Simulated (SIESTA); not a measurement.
Band structure of Mo6IrRu (Pm-3, 8 atoms in the cell).

```xyz
8
Lattice="5.0779 0.0000 0.0000 0.0000 5.0779 0.0000 0.0000 0.0000 5.0779" Properties=species:S:1:pos:R:3 pbc="T T T"
Mo     0.0000     2.5390     3.8123
Mo     0.0000     2.5390     1.2656
Mo     3.8123     0.0000     2.5390
Mo     1.2656     0.0000     2.5390
Mo     2.5390     3.8123     0.0000
Mo     2.5390     1.2656     0.0000
Ru     0.0000     0.0000     0.0000
Ir     2.5390     2.5390     2.5390
```

Level of theory: LDA PW92, numerical atomic orbitals DZP, PseudoDojo LDA standard norm-conserving potentials (rewritten from UPF to PSML) in SIESTA.

Settings: XC.functional = LDA; XC.authors = PW92; potentials = PseudoDojo LDA standard; PAO.BasisSize = DZP; PAO.EnergyShift = 0.005 Ry; MeshCutoff = 300 Ry; kgrid.MonkhorstPack = 5 5 5; OccupationFunction = MP; OccupationMPOrder = 0; ElectronicTemperature = 0.272 eV; MaxSCFIterations = 150; SCF.Mixer.Method = Pulay; SCF.Mixer.Weight = 0.1; SCF.Mixer.History = 6.

The starting cell comes from a database of computed structures (which also holds hypothetical and non-ambient phases and stackings), without a prior relaxation at this level. Its lattice was rescaled by a random factor within 2.5 % of one. Spin-orbit coupling is off. Spin polarisation is off. Values carry the incompleteness of an atom-centred basis.

Levels in eV from the Fermi level, bands 55 to 60:
| point | 55 | 56 | 57 | 58 | 59 | 60 |
|---|---|---|---|---|---|---|
| Γ | -1.17 | -1.17 | -1.17 | 0.22 | 0.22 | 0.28 |
| X | -0.91 | -0.78 | -0.42 | -0.30 | -0.19 | -0.14 |
| M | -0.90 | -0.56 | -0.42 | 0.03 | 0.29 | 0.43 |
| R | -1.28 | -1.28 | 0.35 | 0.35 | 0.35 | 0.46 |

Bands cross the Fermi level along this path, so the cell is metallic at this level.

Higher empty bands are left out: an atom-centred basis made for the valence describes them poorly.
